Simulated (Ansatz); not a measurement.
# What As interstitial (started 1.95 Å from the nearest host atom), symmetric start does to BAs

Consider a 24-atom supercell of BAs in the zinc blende structure (space group F-43m, No. 216; a = 4.7677 Å) at its relaxed geometry.

It is then changed as follows: a neutral As interstitial (started 1.95 Å from the nearest host atom), symmetric start, atoms relaxed at fixed cell.

The values are results of PBEsol (Ansatz, an electronic-structure program, PAW, scalar-relativistic without spin-orbit coupling), earlier PAW set, not measurements. k-mesh 4×3×4 (Γ-centred); smearing 0.01 eV (Fermi–Dirac).

```yaml
pressure: 11.9 GPa (base 0.0 GPa)
gap_of_the_supercell: zero (base 1.17 eV)
total_moment_of_the_cell: 0.0 μB
largest_displacement_of_a_host_atom_from_its_site_in_the_perfect_cell: 0.35 Å
final_site_of_the_added_atom: 3 B at 2.04 Å and 3 As at 2.32 Å
```

Other magnetic orders, which the real material may have, were not ruled out. In so small a cell the defect repeats every few ångströms: this is an ordered compound, not a dilute defect. The mesh was chosen for an insulator and is coarse for the gapless case. The defect started on the symmetric site and kept its symmetry, so it may sit on a saddle. Starting moments died away, wholly or in part, for As interstitial (started 1.95 Å from the nearest host atom); another magnetic solution may exist. The defect cell is spin-polarised and ends with 0.0 μB.
